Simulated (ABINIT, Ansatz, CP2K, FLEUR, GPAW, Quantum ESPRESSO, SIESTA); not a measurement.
# HfO2 (P4_2/nmc, 6 atoms in the cell) computed with different codes at matched settings

Self-consistent single point.

```yaml
crystal:
  lattice:
    - [3.61068, 0.00000, 0.00000]
    - [0.00000, 3.61068, 0.00000]
    - [0.00000, 0.00000, 5.24840]
  atoms:
    - { symbol: Hf, position: [0.50000, 0.50000, 0.50000] }
    - { symbol: Hf, position: [0.00000, 0.00000, 0.00000] }
    - { symbol: O, position: [0.00000, 0.50000, 0.69721] }
    - { symbol: O, position: [0.00000, 0.50000, 0.19721] }
    - { symbol: O, position: [0.50000, 0.00000, 0.80279] }
    - { symbol: O, position: [0.50000, 0.00000, 0.30279] }
```

All programs got the same cell, k-point mesh and kind of occupations (in Ansatz's words: kpoints.mp_grid.grid = 5 5 3; scf.occupations.method = fermi_dirac; scf.occupations.width = 0.05 eV); potentials, basis and cutoffs are each program's usual ones.

| code | model | pressure (GPa) | largest force (eV/Å) | gap on the mesh (eV) | k-points | cutoff |
|---|---|---|---|---|---|---|
| Quantum ESPRESSO | PBE, GBRV 1.5 ultrasoft (PBE) pseudopotentials | -3.27 | 0.104 | 4.639 | 12 | 40 Ry |
| GPAW | PBE, GPAW PAW datasets PBE (gpaw-data 1.0.1) | – | 0.004 | 4.606 | 12 | 950 eV |
| ABINIT | PBE, PAW (JTH v2.0 PBE PAW) | -4.21 | 0.115 | 4.606 | 12 | 24 Ha |
| FLEUR | PBE, all-electron FLAPW (FLEUR), scalar-relativistic valence | – | – | 4.629 | 12 | Kmax 4.6 1/bohr |
| Ansatz | PBE, PAW files | -1.65 | 0.095 | 4.616 | 12 | 420 eV |
| SIESTA | GGA PBE, numerical atomic orbitals DZP, PseudoDojo PBE standard norm-conserving potentials (rewritten from UPF to PSML) | 1.02 | 0.097 | 4.395 | 38 | grid 400 Ry |
| CP2K | PBE, GPW, DZVP-MOLOPT-SR-GTH basis, GTH-PBE potentials (GTH_POTENTIALS) | -7.98 | 0.327 | 4.610 | 38 | grid 500 Ry |

A dash marks a value that a program does not give, or that is left out as unsure.

Gaps are read on the mesh.

The spread over the programs that give each value: pressure within 9.00 GPa; largest force within 0.323 eV/Å; gap on the mesh within 0.244 eV.

The starting cell comes from a database of computed structures (which also holds hypothetical and non-ambient phases and stackings), without a prior relaxation at this level. Its lattice was rescaled by a random factor within 2.5 % of one. On Ansatz's run: Spin-orbit coupling is off.

Why do the programs differ, and what cannot be compared?

Differences of this kind can come from the potentials, where these differ, and from what each basis and cutoff leave unconverged. The valence holds different numbers of electrons (Quantum ESPRESSO 48, GPAW 48, ABINIT 48, FLEUR 76, Ansatz (an electronic-structure program) 76, SIESTA 48, CP2K 48). The zero of total energies and Fermi levels follows the potentials and each program's conventions, so they are not compared here. SIESTA and CP2K use small atom-centred bases, whose incompleteness enters pressures, forces and empty levels differently from a plane-wave cutoff. FLEUR treats all electrons, but the usual bases taken here (sphere radii, linearisation, local orbitals, empty states) were not tested for convergence, so the values are no reference for the others. Ansatz's pressure is given at a fixed set of plane waves, as the other plane-wave codes print theirs; with its correction for the finite basis it is -1.17 GPa (the shift of 0.48 GPa shows how far the cutoff is from converged). The pressure of GPAW is left out: its cutoff lies under the one at which its stress was checked. The programs reduce the same mesh by symmetry to different extents, which changes the work and not the result. In the pressure, Ansatz (by 1.62), SIESTA (by 4.28) and CP2K (by 4.71) lie more than 1 GPa from the median of the plane-wave programs. In the gap, SIESTA (by 0.215) lies more than 0.12 eV from the median of the plane-wave programs. In the force vectors, GPAW (by 0.103), SIESTA (by 0.197) and CP2K (by 0.227) lie more than 0.08 eV/Å from the median of the plane-wave programs.

Keys are those of Ansatz 0.2.
